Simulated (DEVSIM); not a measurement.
System: abrupt Si p-n junction, at 300 K.

```csv
layer (left to right),material,thickness (μm),Nd (cm⁻³),Na (cm⁻³),τn (s),τp (s)
1,Si,0.410,-,1.5e17,2.5e-5,2.5e-5
2,Si,3.90,1.4e15,-,2.5e-5,2.5e-5
```

Left contact: ohmic. Right contact: ohmic. Voltage is applied to the left contact. Recombination: SRH at mid-gap. Mobility is constant in doping.

The device is made up for the run: typed textbook-type constants, with dimensions and the other settings drawn at random. Values at 300 K.

| parameter | Si |
|---|---|
| gap (eV) | 1.124 |
| affinity (eV) | 4.05 |
| permittivity | 11.7 |
| Nc (cm⁻³) | 2.86e19 |
| Nv (cm⁻³) | 3.1e19 |
| μn (cm²/Vs) | 1417 |
| μp (cm²/Vs) | 470 |

Model (solved in DEVSIM): 1D drift-diffusion, Boltzmann statistics, complete ionisation; no tunnelling, impact ionisation, image-force lowering or self-heating.

**Question.** Tabulate band edges, carrier densities and field at 0.9 V on the left contact.

**Answer.** Energies count from the Fermi level of the right contact; mesh points crowd at the junctions.

```tsv
x (μm)	Ec (eV)	Ev (eV)	n (cm⁻³)	p (cm⁻³)	field (V/cm)
0.000	0.086	-1.038	770	1.5e17	67
0.01952	0.086	-1.038	2.6e14	1.5e17	67
0.05299	0.087	-1.038	7.1e14	1.5e17	67
0.1055	0.087	-1.037	1.4e15	1.5e17	66
0.2361	0.088	-1.036	3.1e15	1.5e17	65
0.3200	0.088	-1.036	4.2e15	1.5e17	60
0.3689	0.088	-1.036	4.8e15	1.5e17	-300
0.4027	0.079	-1.045	7.5e15	1.1e17	-8800
0.4193	0.059	-1.065	1.6e16	5.0e16	-8700
0.4471	0.048	-1.076	2.6e16	3.1e16	-1500
0.4982	0.046	-1.078	2.9e16	2.8e16	90
0.6276	0.048	-1.076	2.8e16	2.7e16	180
0.8285	0.052	-1.072	2.7e16	2.5e16	190
1.196	0.059	-1.065	2.4e16	2.3e16	210
2.201	0.085	-1.040	1.8e16	1.6e16	300
3.067	0.116	-1.008	1.2e16	1.0e16	450
3.642	0.149	-0.975	7.5e15	6.2e15	740
3.956	0.178	-0.946	4.8e15	3.6e15	1200
4.165	0.213	-0.911	2.7e15	1.9e15	2300
4.242	0.234	-0.890	1.9e15	1.2e15	3100
4.282	0.247	-0.877	1.6e15	6.0e14	3400
4.310	0.257	-0.867	1.4e15	83000	3500
```
